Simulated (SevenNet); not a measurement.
# C11b MoSi2

Method: the machine-learned potential SevenNet-0 (trained on PBE and PBE+U data).

Cell: relaxed at this level.

```json
{
  "lattice_constant_a": "3.227 Å",
  "c axis length": "7.853 Å"
}
```

Measured, for comparison: lattice constant a 3.205 Å, lattice parameter c 7.845 Å (temperature not stated, no zero-point or thermal correction; as tabulated in Pavlosiuk et al. (2022), arXiv:2202.05362). Computed (rounded) less measured: lattice constant a +0.7 %, lattice parameter c +0.1 %.

A machine-learned potential is trained on density-functional data: it inherits that level's misses and adds fitting errors of its own.
